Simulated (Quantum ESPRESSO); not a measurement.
# Cost against accuracy: ecutwfc for Y (P6_3/mmc, 2 atoms in the cell)

```yaml
crystal:
  lattice:
    - [3.56681, 0.00000, 0.00000]
    - [-1.78340, 3.08894, 0.00000]
    - [0.00000, 0.00000, 5.75687]
  atoms:
    - { symbol: Y, position: [0.33333, 0.66667, 0.25000], spin: 1.0 }
    - { symbol: Y, position: [0.66667, 0.33333, 0.75000], spin: 1.0 }
```
(The spins are starting values, not results.)

Computed with LDA (PZ), GBRV 1.5 ultrasoft (LDA) pseudopotentials (plane waves; Quantum ESPRESSO 7.5).

Base settings: ecutwfc = 40 Ry; ecutrho = 320 Ry; occupations = smearing; smearing = gaussian; degauss = 0.0073499 Ry; nspin = 2; potentials = {Y: y_lda_v1.4.uspp.F.UPF}; K_POINTS = automatic 11 11 6 0 0 0; conv_thr = 1e-10 Ry; mixing_beta = 0.3.

Misses are taken against the tightest run, 80 Ry (ecutrho: 320 Ry → 640 Ry), which need not be fully converged itself. The energy is the free energy per atom.

The count of work is k-points × plane waves × bands × iterations; it is no time, and leaves out set-up, grids and terms that scale otherwise. Core times come from one kind of shared machine and are given to one figure; runs under 30 s give none.

The starting cell comes from a database of computed structures (which also holds hypothetical and non-ambient phases and stackings), without a prior relaxation at this level. Its lattice was rescaled by a random factor within 2.5 % of one. The starting moments vanished: the run ended non-magnetic.

| ecutwfc | energy less reference (meV/atom) | pressure less reference (GPa) | count of work / reference | core time / reference (rough) |
|---|---|---|---|---|
| 16 Ry (ecutrho: 320 Ry → 128 Ry) | 239.16 | -1.84 | 0.10 | – |
| 20 Ry (ecutrho: 320 Ry → 160 Ry) | 135.04 | -1.48 | 0.14 | – |
| 24 Ry (ecutrho: 320 Ry → 192 Ry) | 52.76 | -1.12 | 0.18 | 0.2 |
| 28 Ry (ecutrho: 320 Ry → 224 Ry) | 17.83 | -0.31 | 0.24 | 0.2 |
| 32 Ry (ecutrho: 320 Ry → 256 Ry) | 11.82 | 0.00 | 0.30 | 0.3 |
| 36 Ry (ecutrho: 320 Ry → 288 Ry) | 10.26 | -0.04 | 0.35 | 0.3 |
| 40 Ry | 7.34 | -0.08 | 0.35 | 0.4 |
| 46 Ry (ecutrho: 320 Ry → 368 Ry) | 4.23 | -0.02 | 0.44 | 0.4 |
| 52 Ry (ecutrho: 320 Ry → 416 Ry) | 3.55 | 0.00 | 0.61 | 0.5 |
| 60 Ry (ecutrho: 320 Ry → 480 Ry) | 1.87 | -0.04 | 0.70 | 0.7 |
| 70 Ry (ecutrho: 320 Ry → 560 Ry) | 0.20 | 0.00 | 0.82 | 0.8 |
| 80 Ry (ecutrho: 320 Ry → 640 Ry) | 0.00 | 0.00 | 1.0 | 1 |

Coarsest setting among those run that, with all tighter ones, holds the energy within 20 meV/atom of the reference: 28 Ry (ecutrho: 320 Ry → 224 Ry), off by 18 meV/atom; it needs 0.24 of the reference's count of work and about 0.2 of the reference's time.

Coarsest setting among those run that, with all tighter ones, holds the energy within 0.5 meV/atom of the reference: 70 Ry (ecutrho: 320 Ry → 560 Ry), off by 0.20 meV/atom; its saving against the reference is no more than about a factor of 2 in the count of work.

Smallest miss in the energy for at most 0.5 times the reference's count of work: 46 Ry (ecutrho: 320 Ry → 368 Ry), with a miss of 4.2 meV/atom at a count of 0.44.

The step from 32 Ry (ecutrho: 320 Ry → 256 Ry) to 70 Ry (ecutrho: 320 Ry → 560 Ry): it takes the miss in the energy from 12 to 0.20 meV/atom, for 2.8 times the count of work and roughly 3 times the time.
